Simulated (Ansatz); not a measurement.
The reference is KMgF3 in the cubic perovskite structure (space group Pm-3m, No. 221).

```xyz
5
Lattice="4.0541 0.0000 0.0000 0.0000 4.0541 0.0000 0.0000 0.0000 4.0541" Properties=species:S:1:pos:R:3 pbc="T T T"
K      0.0000     0.0000     0.0000
Mg     2.0271     2.0271     2.0271
F      2.0271     0.0000     2.0271
F      0.0000     2.0271     2.0271
F      2.0271     2.0271     0.0000
```

All numbers come from plane-wave PAW DFT at the PBE level (Ansatz, an electronic-structure program, 420 eV), no spin-orbit coupling.

Before the change:

The smallest direct gap is 7.28 eV, the pressure is 0.01 GPa and the width of the top valence band is 0.52 eV.

The change: the cell is scaled by 1.0240 in all directions; the atoms relax in the strained cell.

Question: Predict the new mean gap deformation potential ΔEg/Δln V.

Answer: The mean gap deformation potential ΔEg/Δln V amounts to -6.9 eV.

Question: How does this affect the smallest direct gap?

Answer: The smallest direct gap shrinks by 0.49 eV, from 7.28 eV to 6.79 eV.

Question: Predict the new energy relative to the base.

Answer: The energy grows by 13 meV/atom.

Question: What does the calculation give for the pressure after the change?

Answer: The pressure drops by 4.03 GPa, from 0.01 GPa to -4.02 GPa.

Question: What does the calculation give for the width of the top valence band after the change?

Answer: The width of the top valence band drops by 0.04 eV (0.52 eV → 0.48 eV).

Whether these cells are dynamically stable was not tested.
